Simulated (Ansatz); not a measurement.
The starting structures come from a database of crystals and need not be the phases stable at ambient conditions.

```xyz
2
Lattice="3.0197 0.0000 0.0000 0.0000 3.0197 0.0000 1.5098 -1.5098 2.1352" Properties=species:S:1:pos:R:3 pbc="T T T"
Ga     0.0000     0.0000     0.0000
N      1.5098     1.5098     0.0000
```

Space group of this cell: Fm-3m, rock salt. The cell is taken as given; by r2SCAN its mean pressure is -8.5 GPa.

The current runs along the normal of the first two printed vectors, the (001) plane. All runs by Ansatz (an electronic-structure program), plane waves and PAW, without spin-orbit coupling; the base is r2SCAN.

```json
[
 {"run": "base", "mean pressure (GPa)": "-8.5", "gap (eV)": "0.92", "mid-gap κ (1/Å)": "0.142"},
 {"run": "all lengths scaled by 0.98", "mean pressure (GPa)": "5.8", "gap (eV)": "1.33", "mid-gap κ (1/Å)": "0.176"},
 {"run": "all lengths scaled by 1.02", "mean pressure (GPa)": "-19.0", "gap (eV)": "?", "mid-gap κ (1/Å)": "?"},
 {"run": "lengths across the current scaled by 0.98, ions clamped", "mean pressure (GPa)": "0.8", "gap (eV)": "1.10", "mid-gap κ (1/Å)": "0.159"},
 {"run": "lengths across the current scaled by 1.02, ions clamped", "mean pressure (GPa)": "-15.7", "gap (eV)": "?", "mid-gap κ (1/Å)": "?"},
 {"run": "lengths along the current scaled by 0.97, ions clamped", "mean pressure (GPa)": "-1.4", "gap (eV)": "0.92", "mid-gap κ (1/Å)": "0.183"},
 {"run": "lengths along the current scaled by 1.03, ions clamped", "mean pressure (GPa)": "-13.8", "gap (eV)": "?", "mid-gap κ (1/Å)": "?"}
]
```

Problem. Some entries are withheld; supply them.

Solution. 
- all lengths scaled by 1.02, gap (eV): 0.53
- all lengths scaled by 1.02, mid-gap κ (1/Å): 0.105
- lengths across the current scaled by 1.02, ions clamped, gap (eV): 0.54
- lengths across the current scaled by 1.02, ions clamped, mid-gap κ (1/Å): 0.136
- lengths along the current scaled by 1.03, ions clamped, gap (eV): 0.61
- lengths along the current scaled by 1.03, ions clamped, mid-gap κ (1/Å): 0.115
